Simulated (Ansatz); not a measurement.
The reference is CdSe in the zinc blende structure (space group F-43m, No. 216).

Space group F-43m (No. 216); a = b = c = 6.082 Å, α = β = γ = 90.00°

| atom | site | symmetry | x | y | z |
|---|---|---|---|---|---|
| Cd | 4a | -43m | 0.0000 | 0.0000 | 0.0000 |
| Se | 4d | -43m | 0.7500 | 0.7500 | 0.7500 |
(The calculation used a cell of 2 atoms; values per cell refer to that cell.)

All numbers come from Ansatz (a program for electronic structure) PBEsol, spin-orbit coupling left out.

Base values:

| Item | Result |
|---|---|
| Electron mass | 0.049 mₑ (at Γ) |
| Gap character | direct at Γ |

One thing is altered: every lattice vector is stretched by 1.00 %; the atoms relax in the strained cell.

Question: Predict the new electron mass, gap character and mean gap deformation potential ΔEg/Δln V.

Answer: The electron mass goes from 0.049 mₑ (at Γ) to 0.044 mₑ (at Γ); the gap character stays direct at Γ; the mean gap deformation potential ΔEg/Δln V comes out as -1.9 eV.

Masses are band curvatures over ±0.01 Å⁻¹ around the edge. Stability against distortions was not tested.
